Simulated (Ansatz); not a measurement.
## TiAl: point defects

The reference is a 24-atom supercell of TiAl (space group P4/mmm, No. 123) at its relaxed geometry.

```
CELL_PARAMETERS angstrom
      5.64852     0.00000    -4.07079
      0.00000     8.47278     0.00000
      5.64852     0.00000     4.07079
ATOMIC_POSITIONS crystal
  Al 0.87500 0.16667 0.37500
  Al 0.87500 0.50000 0.37500
  Al 0.87500 0.83333 0.37500
  Al 0.12500 0.16667 0.62500
  Al 0.12500 0.50000 0.62500
  Al 0.12500 0.83333 0.62500
  Al 0.37500 0.16667 0.87500
  Al 0.37500 0.50000 0.87500
  Al 0.37500 0.83333 0.87500
  Al 0.62500 0.16667 0.12500
  Al 0.62500 0.50000 0.12500
  Al 0.62500 0.83333 0.12500
  Ti 0.00000 0.00000 0.00000
  Ti 0.00000 0.33333 0.00000
  Ti 0.00000 0.66667 0.00000
  Ti 0.25000 0.00000 0.25000
  Ti 0.25000 0.33333 0.25000
  Ti 0.25000 0.66667 0.25000
  Ti 0.50000 0.00000 0.50000
  Ti 0.50000 0.33333 0.50000
  Ti 0.50000 0.66667 0.50000
  Ti 0.75000 0.00000 0.75000
  Ti 0.75000 0.33333 0.75000
  Ti 0.75000 0.66667 0.75000
```

One neutral defect a cell, atoms relaxed at fixed cell.

All numbers come from PBE (Ansatz, a first-principles code; PAW; 420 eV plane waves; spin-orbit coupling left out).

```tsv
case	largest displacement of a host atom from its site in the perfect cell	pressure
perfect supercell	–	0.0 GPa
B on a Al site	0.16 Å	-3.3 GPa
Zn on a Ti site	0.06 Å	-0.4 GPa
Al interstitial (started 1.74 Å from the nearest host atom), symmetric start	0.70 Å	8.1 GPa
Li interstitial (started 1.74 Å from the nearest host atom)	0.29 Å	4.0 GPa
Ti vacancy, symmetric start	0.04 Å	-1.0 GPa
```

In so small a cell the defect repeats every few ångströms: this is an ordered compound, not a dilute defect. Defects with a symmetric start kept the site's symmetry and may sit on a saddle; the others started slightly shaken. The final runs are not spin-polarised.
